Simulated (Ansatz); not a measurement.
Take MgB$_{2}$ (space group P6/mmm, No. 191; a = 3.0753 Å, c = 3.5248 Å; relaxed with 0.1 eV smearing) as the base. Axes: x lies along a and z along c of the hexagonal cell.

All numbers come from Ansatz (a first-principles code) PBE, scalar-relativistic without spin-orbit coupling.

Base values:

The pressure is 0.0 GPa.

Perturbation: the cell is compressed by 3.00 % along z with no lateral relaxation; the atoms relax in the strained cell.

Q: What happens to the energy relative to the base and pressure?

A: The energy goes up by 7.4 meV/atom; the pressure (mean of the normal stresses, compression positive) goes from zero to 3.6 GPa.

Whether these cells are dynamically stable was not tested. The final runs are not spin-polarised.
